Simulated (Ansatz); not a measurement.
Levels about the gap of amorphous Ti20O42Ge (63 atoms in a cell of 838 Å³, 3.37 g/cm³; zone centre alone, so wide bands show as single levels with stretches between that a denser mesh fills), at the geometry that PBE relaxed, where it gives 0.0 GPa on a denser mesh. The participation number counts the atoms over which a state spreads; weights are charges in smoothed Voronoi cells. The levels come from a single point, so bond lengths are those of that geometry. Method of the levels: PBE, scalar-relativistic without spin-orbit coupling (Ansatz, a first-principles code). Sampling: the zone centre alone; Fermi-Dirac width 0.02 eV; no spin polarisation. At PBE the levels at the filled edge of the gap are localised (band-tail or defect states), and the nearest spread-out levels lie 3.0 eV apart at the zone centre.

Preparation: random packing, a CHGNet melt and quench, and a DFT relaxation. O atoms were pushed apart under 1.9 Å during the dynamics, to hinder bonds among them. The hot cell started wider than the set density and was brought back towards it in steps. It is the lowest in DFT energy of 2 quenches. It is a model cell: composition and starting density were chosen by hand, and all elements were melted together. No dispersion term was used. Its density started from a set value of 3.63 and ended at 3.37 g/cm³. The simulated quench (nominally 240 K/ps over its main leg) is rapid and tends to freeze in more defects than a deposited or slowly cooled glass has. Values belong to this one cell and scatter from quench to quench. Volume and shape were free in the relaxation.

```
E - E(highest filled), eV  filling  participation number        largest on  weight O  weight Ti  weight Ge
-------------------------  -------  --------------------  ----------------  --------  ---------  ---------
-0.40                       filled                  23.5   O, 2 neighbours      0.93       0.06       0.00
-0.40                       filled                  22.2   O, 2 neighbours      0.93       0.07       0.00
-0.34                       filled                  21.0   O, 2 neighbours      0.94       0.06       0.00
-0.30                       filled                  13.4   O, 2 neighbours      0.95       0.05       0.01
-0.26                       filled                  21.4   O, 2 neighbours      0.95       0.05       0.00
-0.13                       filled                  12.6   O, 3 neighbours      0.94       0.06       0.00
0.00                        filled                  10.8   O, 2 neighbours      0.95       0.05       0.00
2.77                         empty                  14.5  Ti, 6 neighbours      0.17       0.82       0.00
2.82                         empty                  11.0  Ti, 5 neighbours      0.18       0.82       0.00
2.90                         empty                  18.2  Ti, 5 neighbours      0.19       0.81       0.00
2.93                         empty                  16.7  Ti, 5 neighbours      0.17       0.82       0.01
2.99                         empty                  17.5  Ti, 5 neighbours      0.17       0.82       0.00
3.10                         empty                  19.5  Ti, 5 neighbours      0.16       0.83       0.00
3.12                         empty                  22.1  Ti, 5 neighbours      0.19       0.81       0.00
```

Most localised among these is the filled level at +0.00 eV, on a O atom, which has 2 neighbours (Ti 1.76 Å, Ti 1.91 Å).
